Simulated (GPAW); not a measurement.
A self-consistent single point of NbZn3 (Pm-3m, 4 atoms in the cell) with GPAW

Method: PBEsol, GPAW PAW datasets PBEsol (made by gpaw-setup) (plane waves; GPAW).

Input:

```python
from ase import Atoms
from ase.units import GPa
from gpaw import GPAW, PW, FermiDirac

atoms = Atoms(['Nb', 'Zn', 'Zn', 'Zn'],
              cell=[[3.909980, 0.000000, 0.000000],
                    [0.000000, 3.909980, 0.000000],
                    [0.000000, 0.000000, 3.909980]],
              positions=[[0.000000, 0.000000, 0.000000],
                         [1.954990, 0.000000, 1.954990],
                         [0.000000, 1.954990, 1.954990],
                         [1.954990, 1.954990, 0.000000]],
              pbc=True)

calc = GPAW(mode=PW(850),
            xc='PBEsol',
            kpts=(7, 7, 7),
            occupations=FermiDirac(0.1),
            nbands=-8,
            symmetry={'symmorphic': False, 'tolerance': 0.0005},
            maxiter=150,
            txt='-')

atoms.calc = calc

energy = atoms.get_potential_energy()
print('Energy (eV):', round(energy, 6))
forces = atoms.get_forces()
print('Forces (eV/Ang):')
print(forces.round(5))
stress = atoms.get_stress()
print('Stress (GPa, Voigt):', (stress / GPa).round(4))
```

Output (repeated stretches shortened):

```
Input parameters:
  kpts: [7 7 7]
  maxiter: 150
  mode: {ecut: 850.0,
         name: pw}
  nbands: -8
  occupations: {fixmagmom: False,
                name: fermi-dirac,
                width: 0.1}
  symmetry: {symmorphic: False,
             tolerance: 0.0005}
  xc: PBEsol

species:
  Nb:
    name: Niobium
    Z: 41.0
    valence: 13
    core: 28
    charge: 0.0
    file: Nb.PBEsol.gz

    # Using partial waves for Nb as LCAO basis

  Zn:
    name: Zinc
    Z: 30.0
    valence: 12
    core: 18
    charge: 0.0
    file: Zn.PBEsol.gz

    # Using partial waves for Zn as LCAO basis

Reference energy: -250316.848828  # eV

Spin-paired calculation

Convergence criteria:
 Maximum [total energy] change in last 3 cyles: 0.0005 eV / valence electron
 Maximum integral of absolute [dens]ity change: 0.0001 electrons / valence electron
 Maximum integral of absolute [eigenst]ate change: 4e-08 eV^2 / valence electron
 Maximum number of scf [iter]ations: 150

Symmetries present (total): 48
Symmetries with fractional translations: 0
343 k-points: 7 x 7 x 7 Monkhorst-Pack grid
20 k-points in the irreducible part of the Brillouin zone
       k-points in crystal coordinates                weights
   0:     0.00000000    0.00000000    0.00000000          1/343
   1:     0.14285714    0.00000000    0.00000000          6/343
   2:     0.14285714    0.14285714    0.00000000         12/343
   [... 7 lines left out ...]
          ...
  19:     0.42857143    0.42857143    0.42857143          8/343

Wave functions: Plane wave expansion
  Cutoff energy: 850.000 eV
  Number of coefficients (min, max): 3343, 3407
  Pulay-stress correction: 0.000000 eV/Ang^3 (de/decut=0.000000)

Occupation numbers: Fermi-Dirac:
  width: 0.1000  # eV

Eigensolver

Densities:
  Coarse grid: 27*27*27 grid
  Fine grid: 54*54*54 grid
  Total Charge: 0.000000

Density mixing:
  Method: separate
  Backend: pulay
  Linear mixing parameter: 0.05
  old densities: 5
  Damping of long wavelength oscillations: 50

Hamiltonian:
  XC and Coulomb potentials evaluated on a 54*54*54 grid
  External potential:
    NoExternalPotential

XC parameters: PBEsol with 2 nearest neighbor stencil

Number of atoms: 4
Number of atomic orbitals: 40
Number of bands in calculation: 32
Number of valence electrons: 49
Bands to converge: occupied

Density initialized from atomic densities
  32 bands from LCAO basis set

Atomic positions and initial magnetic moments

Positions:
   0 Nb     0.000000    0.000000    0.000000    ( 0.0000,  0.0000,  0.0000)
   1 Zn     1.954990    0.000000    1.954990    ( 0.0000,  0.0000,  0.0000)
   2 Zn     0.000000    1.954990    1.954990    ( 0.0000,  0.0000,  0.0000)
   3 Zn     1.954990    1.954990    0.000000    ( 0.0000,  0.0000,  0.0000)

Unit cell:
           periodic     x           y           z      points  spacing
  1. axis:    yes    3.909980    0.000000    0.000000    27     0.1448
  2. axis:    yes    0.000000    3.909980    0.000000    27     0.1448
  3. axis:    yes    0.000000    0.000000    3.909980    27     0.1448

  Lengths:   3.909980   3.909980   3.909980
  Angles:   90.000000  90.000000  90.000000

Effective grid spacing dv^(1/3) = 0.1448

     iter     time        total  log10-change:
                         energy   eigst   dens
iter:   1 --:--:--   -17.445370
iter:   2 --:--:--   -17.555664   -0.28  -1.36
iter:   3 --:--:--   -17.058395   -0.60  -1.37
iter:   4 --:--:--   -17.519026   -1.40  -1.72
iter:   5 --:--:--   -16.800779   -1.36  -1.58
iter:   6 --:--:--   -17.129690   -1.71  -2.22
iter:   7 --:--:--   -16.811361   -1.92  -1.79
iter:   8 --:--:--   -16.778330   -2.21  -2.22
iter:   9 --:--:--   -16.799575   -2.63  -2.67
iter:  10 --:--:--   -16.774336   -2.60  -2.39
iter:  11 --:--:--   -16.774454   -4.09  -3.58
iter:  12 --:--:--   -16.774698c  -4.55  -3.65
iter:  13 --:--:--   -16.774402c  -4.64  -3.38
iter:  14 --:--:--   -16.774451c  -4.90  -3.66
iter:  15 --:--:--   -16.774504c  -4.37  -3.56
iter:  16 --:--:--   -16.774443c  -5.59  -3.49
iter:  17 --:--:--   -16.774306c  -5.08  -3.56
iter:  18 --:--:--   -16.774302c  -6.23  -4.46c
iter:  19 --:--:--   -16.774301c  -6.89  -4.49c
iter:  20 --:--:--   -16.774301c  -7.50c -4.77c

Converged after 20 iterations.

Dipole moment: (-0.000000, 0.000000, -0.000000) |e|*Ang

Energy contributions relative to reference atoms: (reference = -250316.848828)

Kinetic:        -15.259235
Potential:      +14.927050
External:        +0.000000
XC:             -16.244935
Entropy (-ST):   -0.045885
Local:           -0.174239
SIC:             +0.000000
--------------------------
Free energy:    -16.797243
Extrapolated:   -16.774301

Showing only first 2 kpts
 Kpt  Band  Eigenvalues  Occupancy
  0    22      8.47094    0.04407
  0    23      8.47094    0.04407
  0    24      8.47094    0.04407
  0    25      9.57986    0.00000

  1    22      8.01618    1.36046
  1    23      8.01618    1.36046
  1    24      8.62210    0.00989
  1    25      9.57593    0.00000

Fermi level: 8.09166

No gap
No difference between direct/indirect transitions
Energy (eV): -16.774301

Forces in eV/Ang:
  0 Nb   -0.00000   -0.00000   -0.00000
  1 Zn    0.00000   -0.00000    0.00000
  2 Zn   -0.00000    0.00000    0.00000
  3 Zn    0.00000    0.00000   -0.00000

Stress tensor:
     0.021631    -0.000000     0.000000
    -0.000000     0.021631     0.000000
     0.000000     0.000000     0.021631
Stress (GPa, Voigt): [ 3.4656  3.4656  3.4656  0.      0.     -0.    ]
```

The run converged in 20 iterations. GPAW prints stress with tension positive.

The starting cell comes from a database of computed structures (which also holds hypothetical and non-ambient phases and stackings), without a prior relaxation at this level. Spin polarisation is off. With a pressure of about -3 GPa the cell is away from its equilibrium volume at this level.

Cost on one core of a shared machine: roughly 40 s.
